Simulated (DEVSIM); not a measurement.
System: Co/AlN/n-Ge capacitor, at 400 K.

Layer 1 from the left is AlN, thickness (nm) 17.0. Layer 2 from the left is Ge, thickness (nm) 8700, Nd (cm⁻³) 4.7e15.

Metal gate on the left, work function 5 eV. Fixed charge at the semiconductor interface -1.7e10 cm⁻² (in units of +e); no interface traps.

The device is made up for the run: typed textbook-type constants, with dimensions and the other settings drawn at random. Values at 300 K; Nc and Nv go as T^1.5, mobilities as T to minus their exponent, the gap by Varshni's rule with the affinity fixed.

AlN: gap (eV) 6.1, affinity (eV) 1.9, permittivity 8.5. Ge: gap (eV) 0.664, affinity (eV) 4, permittivity 16, Nc (cm⁻³) 1.04e19, Nv (cm⁻³) 6e18, Varshni α (eV/K) 0.000477, Varshni β (K) 235.

Problem. Estimate by hand the flat-band voltage, the threshold voltage, and compare with a numerical solution.

Solution. 
- Flat-band voltage: C = 0.443 μF/cm², work-function difference 0.722 V; VFB = φms − qNf/C = 0.73 V; numerical 0.73 V.
- Threshold voltage: φF = 0.044 V, depletion charge √(4εqNφF) = 1.37e-8 C/cm²; VT = VFB − 2φF − Qd/C = 0.61 V; numerical 0.61 V.

DEVSIM, 1D Poisson equation in equilibrium, Boltzmann statistics, complete ionisation; no quantum confinement or tunnelling. Metal contacts follow the ideal Schottky-Mott rule: no Fermi-level pinning, no interface dipoles.
